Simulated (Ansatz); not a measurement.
## By hand: formation energy of the neutral O_i in Si (diamond, Fd-3m)

This concerns the formation energy of the neutral O_i in Si (diamond, Fd-3m). Reaction: 64 Si (diamond) + 1/2 O2 (gas) → cell A.

A: a supercell of 64 sites of Si (diamond, Fd-3m) with O off the lattice sites (2 Si at 1.63 Å); spin state with PBE: run without spin.

Ansatz (a program for electronic structure) with PAW potentials; structures come from PBE relaxations, nuclei static, no net charge. Ansatz runs with its PAW set soft_1. Other levels take these structures. The lattices are those relaxed with PBE, so at other levels the solids can be strained, which adds to the spread. Larger cells are relaxed from a start prepared with the learned potential CHGNet till forces fall under 0.03 eV/Å, which some starts already meet. A dispersion term (D3(BJ), or D4 for r2SCAN) was computed beside these levels and is taken off wherever the name lacks it. Space groups of crystals are read within 0.01 Å. Mesh and cell size may move defect energies by 0.1 eV or more. Cell A has symmetry C2 within 0.02 Å and got no random move, so less symmetric positions, which may lie lower, weren't tried.

Total energies of the cells in eV, at zero smearing width. They compare only within one column; the weights balance every element.

```
cell          atoms  weight           PBE          RPBE
------------  -----  ------  ------------  ------------
A: Si:O_i        65      +1  -41259.22505  -41458.73126
Si (diamond)     64      −1  -40691.79888  -40889.69001
O2 (gas)          2    −1/2   -1129.95062   -1133.90065
```

PBE: (-41259.22505) − (-40691.79888) − 1/2 × (-1129.95062) = -2.451 eV.

RPBE: (-41458.73126) − (-40889.69001) − 1/2 × (-1133.90065) = -2.091 eV.
